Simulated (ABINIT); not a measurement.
# Sensitivity of a calculation on Ta (Im-3m, 1 atom in the cell) to its settings

```
Ta
1.0
   -1.67975     1.67975     1.67975
    1.67975    -1.67975     1.67975
    1.67975     1.67975    -1.67975
Ta
1
Direct
  0.00000   0.00000   0.00000
```

Base run A: PBE, norm-conserving pseudopotentials (PseudoDojo nc-sr-05 PBE standard) (ABINIT), self-consistent single point.

Its settings: pseudos = [Ta.upf]; ecut = 58 Ry; ixc = 11; occopt = 6; tsmear = 0.272 eV; ngkpt = 9 9 9; nshiftk = 1; shiftk = 0 0 0; potentials = PseudoDojo nc-sr-05 PBE standard; nband = 12; kptopt = 1; nstep = 80; tolvrs = 1e-10.

The starting cell comes from a database of computed structures (which also holds hypothetical and non-ambient phases and stackings), without a prior relaxation at this level. Its lattice was rescaled by a random factor within 2.5 % of one. Spin polarisation is off. In the base run, with a pressure of about -6 GPa the cell is away from its equilibrium volume at this level.

ΔF is the free energy per atom less that of run A. A dash stands where there is no value to compare (another energy zero or no entropy term, no result, no spin, no clean gap, or a mesh too coarse for one). Absolute energies have different zeros for different potentials, functionals, Hubbard and dispersion terms and are not compared across them.

Run A gave: pressure (GPa) -5.95; k-points 35; valence electrons 13.

Runs:
- B: potentials: PseudoDojo nc-sr-05 PBE standard → PseudoDojo nc-fr-04 PBE standard
- C: tsmear: 0.272 eV → 0.1 eV
- D: 2 x 1 x 1 supercell, mesh divided and rounded up; nband: 12 → 18; ngkpt: 9 9 9 → 5 9 9
- E: kptopt: 1 → 2
- F: lattice scaled by 1.03
- G: tolvrs: 1e-10 → default; toldfe: default → 0.0037 Ha
- H: ecut: 58 Ry → 88 Ry
- I: nline: default → 1
- J: iscf: default → 2; diemix: default → 0.3
- K: boxcutmin: default → 2.5
- L: ixc: 11 → -120135 [AM05]

Question: What does run B change against A?

Answer: The pressure goes from -5.95 to -5.56 GPa.

| run | ΔF (meV/atom) | pressure (GPa) | k-points | valence electrons |
|---|---|---|---|---|
| A | 0.00 | -5.95 | 35 | 13 |
| B | – | -5.56 | 35 | 13 |
| C | 7.3 | -5.48 | 35 | 13 |
| D | -5.8 | -6.14 | 115 | 26 |
| E | 0.00 | -5.95 | 365 | 13 |
| F | 139.2 | -18.60 | 35 | 13 |
| G | 0.00 | -5.98 | 35 | 13 |
| H | -0.71 | -5.94 | 35 | 13 |
| I | 0.00 | -5.95 | 35 | 13 |
| J | 0.00 | -5.95 | 35 | 13 |
| K | 0.00 | -5.95 | 35 | 13 |
| L | – | -12.02 | 35 | 13 |
